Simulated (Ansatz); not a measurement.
# PbSe: response to strain

Consider PbSe in the rock salt structure (space group Fm-3m, No. 225; a = 6.041 Å).

Strains are applied to the cell and any free atomic positions relax.

The values are results of Ansatz (a program for electronic structure), LDA, PAW, cutoff 420 eV, spin-orbit coupling left out, not measurements.

Notes on the quantities. energy relative to the base: free energy F.

```csv
isotropic strain (%),energy relative to the base (meV/atom)
-0.5,1.1
0,0.0
0.5,1.1
1,4.3
1.5,9.6
2,?
2.5,25.8
3,36.5
```

Problem. Fit ΔE = Aε² + Bε³ (ε in %) to the rows shown and predict the withheld row.

Solution. Least squares on the printed values gives A = 4.47 and B = -0.14 meV/atom (largest residual 0.0 meV/atom); this predicts 16.8 meV/atom, and the run gives 16.8 meV/atom, in agreement.

Stability against distortions was not tested. All final runs are without spin polarisation.
